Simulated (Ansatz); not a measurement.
# Effect of isotropic strain +0.99 % on TiAl3

Base system: TiAl$_{3}$ (space group I4/mmm, No. 139; a = 3.8162 Å, c = 8.5513 Å).

Modification: the cell is scaled by 1.0099 in all directions; the atoms relax in the strained cell.

Calculations: plane-wave PAW DFT at the PBEsol level (Ansatz, an electronic-structure program, 420 eV), no spin-orbit coupling. Settings: 17×17×17 k-points, 0.05 eV Fermi–Dirac smearing.

Volume per atom: 16.03 Å³ (base 15.57 Å³)
Shortest interatomic distance: 2.725 Å (base 2.698 Å)
Energy relative to the base (free energy F): +4.6 meV/atom
Pressure (mean of the normal stresses, compression positive): -3.1 GPa (base 0.0 GPa)
Band gap: zero (base zero)

Stability against distortions was not tested. The final runs are not spin-polarised.
